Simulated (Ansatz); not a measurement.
The parent structure is KI in the rock salt structure (space group Fm-3m, No. 225).

```
CELL_PARAMETERS angstrom
      0.00000     3.50280     3.50280
      3.50280     0.00000     3.50280
      3.50280     3.50280     0.00000
ATOMIC_POSITIONS crystal
  K  0.00000 0.00000 0.00000
  I  0.50000 0.50000 0.50000
```

Cartesian axes are those of the cell as printed.

Level of theory: PBEsol (Ansatz, a first-principles code), spin-orbit coupling left out.

For the base:

```
Item                                Result
---------------------  -------------------
Valence-band top at Γ  0.00, 0.00, 0.00 eV
```

Perturbation: the cell is compressed by 3.00 % along z with no lateral relaxation, atoms relaxed at fixed cell.

### Question
Predict the new energy relative to the base, valence-band top at Γ and stress.

### Answer
The energy goes up by 4.2 meV/atom; the valence-band top at Γ (three highest levels, from the VBM) changes from 0.00, 0.00, 0.00 eV to 0.00, -0.01, -0.01 eV; the stress (xx, yy, zz, yz, xz, xy; compression positive) is (0.12, 0.12, 1.12, 0.00, 0.00, 0.00) GPa.

With I present, leaving out spin-orbit coupling can change the band edges. The levels and masses belong to the bands next to the band gap. The cells carry an imposed strain or load. Whether these cells are dynamically stable was not tested.
